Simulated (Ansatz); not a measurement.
Cost and result by functional for the surface energy of the (30-32) surface of hcp Be in its 1x1 cell, outermost plane spacing 0.61 Å in the ideal cut, in Ansatz (plane waves, PAW). Single points on the PBE structure, on one kind of machine; costs are rough ratios of the slab run's core time (references not counted) to the cheapest single point. r2SCAN's cost holds its higher cutoff (500 against 420 eV). Differences are taken against r2SCAN for comparison alone: no measured value is at hand, so the table doesn't rank accuracy.

Model: 36-atom slab, 10.4 Å thick at the start (thin: gaps and levels are the slab's own), 16x4x1 mesh, Fermi-Dirac 0.1 eV, dipole correction, all atoms relaxed; start symmetry kept, larger cells not searched; no spin, no spin-orbit, no U. These notes are the PBE run's.

```tsv
functional	relative cost	surface energy (J/m²)	less r2SCAN (J/m²)
PBEsol	1	2.10	0.12
RPBE	1	1.77	-0.21
LDA	1	2.19	0.21
r2SCAN	2	1.98	0.00
PBE (the relaxed run's value)	–	1.92	-0.06
```

The values span 0.41 J/m², while the single points' costs differ by a factor of roughly 2. Differences are of unrounded values.

Ansatz is a program for electronic structure.
